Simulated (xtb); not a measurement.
xtb 6.7.1, GFN2-xTB: Hf(NH)(NMe2)(Me) (C[N](C)[Hf]([CH3])=[NH]), 16 atoms. The geometry is a generated start, not checked to be a minimum at this level.

```
Quantity                                                                                                        Value
------------------------  -------------------------------------------------------------------------------------------
method                                                                                                       GFN2-xTB
--acc                                                                                                     1 (default)
--etemp (K)                                                                                             300 (default)
detailed input (--input)  none: ANC optimiser, Lindh (1995) Hessian, microcycle=20, maxdispl=1.0, hlow=0.01 (default)
basis functions                                                                                                    40
valence electrons                                                                                                  36
```

```xyz
16

Hf    -0.8453     0.0870    -0.8749
N     -1.0056    -0.9737    -2.4237
H     -1.7909    -1.6134    -2.6170
N      0.3400    -0.6214     0.6329
C      0.8721     0.2761     1.6439
C      0.8533    -1.9664     0.8217
H      0.5649    -0.0311     2.6594
H      1.9749     0.2880     1.6353
H      0.5165     1.2995     1.4717
H      1.9547    -1.9837     0.7973
H      0.5444    -2.3809     1.7965
H      0.4756    -2.6125     0.0255
C     -1.1170     2.2579    -1.3306
H     -1.6272     2.8373    -0.5522
H     -1.6158     2.4770    -2.2760
H     -0.0945     2.6601    -1.4097
```

Charge 0 and multiplicity 1 are set for this test and not shown to be the ground state.

The structure is relaxed from this start with --opt LEVEL for the levels crude, sloppy, loose, lax, normal, tight, vtight, extreme, once each. Up to the end of the extreme run atoms move by at most 1.6 Å along an axis.

Question: Choose the cheapest level whose final energy lies within 5 meV of that of extreme.

Answer: normal: 51 cycles against 67, ending 0.11 meV above.

| level | cycles | energy above the extreme run (meV) | gradient norm (eV/Å) |
|---|---|---|---|
| crude | 1 | 200 | 0.11 |
| sloppy | 1 | 200 | 0.11 |
| loose | 1 | 200 | 0.11 |
| lax | 1 | 200 | 0.11 |
| normal | 51 | 0.11 | 0.013 |
| tight | 52 | 0.088 | 0.0083 |
| vtight | 61 | 0.016 | 0.0018 |
| extreme | 67 | — | 0.0011 |
